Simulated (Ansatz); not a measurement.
Take Hf in the hcp (Mg type) structure (space group P6_3/mmc, No. 194; relaxed with 0.1 eV smearing) as the base.

```yaml
crystal:
  lattice:
    - [3.15810, 0.00000, 0.00000]
    - [-1.57905, 2.73500, 0.00000]
    - [0.00000, 0.00000, 5.00450]
  atoms:
    - { symbol: Hf, position: [0.66667, 0.33333, 0.75000] }
    - { symbol: Hf, position: [0.33333, 0.66667, 0.25000] }
```

Cartesian axes are those of the cell as printed.

The values are results of PBEsol in Ansatz (plane waves to 420 eV, PAW, no spin-orbit coupling), not measurements.

Perturbation: tensor shear ε_xz = +1.14 % (engineering shear γ = 0.0228); the atoms relax in the strained cell.

Q: Predict the stress tensor and what it implies for the stiffness.

A: Stress of the strained cell less that of the base (GPa, compression positive):
```
    0.0     0.0    -1.1
    0.0     0.0     0.0
   -1.1     0.0     0.0
```

Then −Δσ/γ with γ = 2ε = 0.0228 gives relaxed-ion elastic constants: C55 ≈ 49 GPa.

Stability against distortions was not tested. The final runs are not spin-polarised.

Ansatz is an electronic-structure program.
